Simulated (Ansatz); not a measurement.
Given:

End structure of a constructed model of the (100) surface of fcc Ni, ferromagnetic, a layer of Au in place of the second plane (bottom of the slab: a bare face, its two planes held):

```yaml
crystal:
  lattice:
    - [2.48857, 0.00000, 0.00000]
    - [0.00000, 2.48857, 0.00000]
    - [0.00000, 0.00000, 25.00000]
  atoms:
    - { symbol: Ni, position: [0.50000, 0.50000, 0.32115] }
    - { symbol: Ni, position: [0.00000, 0.00000, 0.39154] }
    - { symbol: Ni, position: [0.50000, 0.50000, 0.46240] }
    - { symbol: Ni, position: [0.00000, 0.00000, 0.53198] }
    - { symbol: Au, position: [0.50000, 0.50000, 0.61855] }
    - { symbol: Ni, position: [0.00000, 0.00000, 0.70305] }
```

Model: 6-atom slab, 8.9 Å thick at the start (thin: gaps and levels are the slab's own), 15x15x1 mesh, Fermi-Dirac 0.1 eV, dipole correction, 2 atoms held, the rest relaxed; start symmetry kept, larger cells not searched; spin-polarised, ending with about 3.1 μB a cell; orders that need a larger cell were not tried, no spin-orbit, no U. It is one candidate, not shown to be the stable structure of the face.

Q: Estimate the work function of the top face that PBE (Ansatz, an electronic-structure program) returns for this input.

A: 5.08 eV
